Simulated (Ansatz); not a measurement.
Here is the system:

```xyz
2
Lattice="0.0000 2.6835 2.6835 2.6835 0.0000 2.6835 2.6835 2.6835 0.0000" Properties=species:S:1:pos:R:3 pbc="T T T"
Al     0.0000     0.0000     0.0000
P      1.3418     1.3418     1.3418
```

These are PBE with spin-orbit coupling, rigid bands (plane waves, PAW; Ansatz, a quantum-chemistry and plane-wave program) values and carry that method's errors. Condition of this run: hydrostatic pressure of 5.6 GPa (compression positive) (the target of the relaxation). Cell: cell and atoms relaxed with PBEsol, then loaded as said.

Task: What conductivity effective mass do dilute holes have at 300 K?

Result: 0.68 mₑ.

Task: Predict the electron conductivity mass (n e² τ/σ) at 300 K, by direction if it differs.

Result: 0.33 mₑ.

Task: And the band gap?

Result: 1.46 eV at this level; semilocal functionals usually fall short of the measured gap.

Rigid bands, one relaxation time for all states, no polarons. Geometry: cell and atoms relaxed with PBEsol.
